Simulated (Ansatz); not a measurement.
Base system: LiNbO3 (space group R3c, No. 161).

```
LiNbO3
1.0
    2.53373     1.46285     4.56243
   -2.53373     1.46285     4.56243
    0.00000    -2.92570     4.56243
Li Nb O
2 2 6
Direct
  0.28114   0.28114   0.28114
  0.78114   0.78114   0.78114
  0.99752   0.99752   0.99752
  0.49752   0.49752   0.49752
  0.10552   0.36572   0.71719
  0.71719   0.10552   0.36572
  0.36572   0.71719   0.10552
  0.21719   0.86572   0.60552
  0.86572   0.60552   0.21719
  0.60552   0.21719   0.86572
```

Cartesian axes are those of the cell as printed.

The values are results of LDA in Ansatz (plane waves to 420 eV, PAW, without spin-orbit coupling), not measurements.

Now apply this change: tensor shear ε_xz = +0.80 % (engineering shear γ = 0.0160), atoms relaxed at fixed cell.

Problem. Predict the stress tensor and what it implies for the stiffness.

Solution. Stress of the strained cell less that of the base (GPa, compression positive):
```
   0.05   -0.06   -1.18
  -0.06    0.02   -0.02
  -1.18   -0.02    0.05
```

Then −Δσ/γ with γ = 2ε = 0.0160 gives relaxed-ion elastic constants: C55 ≈ 74 GPa.

Stability against distortions was not tested.

Ansatz is a quantum-chemistry and plane-wave program.
